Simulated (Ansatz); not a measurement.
We consider GaAs (model structure, started from the BeO type, P4₂/mnm, No. 136, 8 atoms in the cell), described by LDA (PAW; Ansatz, an electronic-structure program).

Settings: plane-wave cutoff 520 eV, 6×6×8 k mesh (along the axes of the cell as run), Fermi–Dirac smearing 0.01 eV, scalar-relativistic PAW data made under PBE.

Cell (relaxed with PBEsol):

```xyz
8
Lattice="6.9180 0.0000 0.0000 0.0000 6.9180 0.0000 0.0000 0.0000 4.0023" Properties=species:S:1:pos:R:3 pbc="T T T"
Ga     2.2417     4.6763     0.0000
Ga     4.6763     2.2417     0.0000
Ga     5.7007     5.7007     2.0011
Ga     1.2173     1.2173     2.0011
As     2.1992     2.1992     0.0000
As     4.7189     4.7189     0.0000
As     1.2598     5.6582     2.0011
As     5.6582     1.2598     2.0011
```

Question: Estimate the band gap that the calculation returns.

Answer: 
- band gap: 0.32 eV (direct)

Note: the relaxation could raise the start's symmetry but not lower it, so the cell can be a saddle point; cell and atoms aren't relaxed at this level (pressure -1.9 GPa).

Spin–orbit coupling is not included.

Computing time: very roughly 50 core-seconds.

A model structure was made by putting elements into a prototype or built by hand; it is no filed structure, need not be a known phase, and can be a saddle point held by its symmetry.
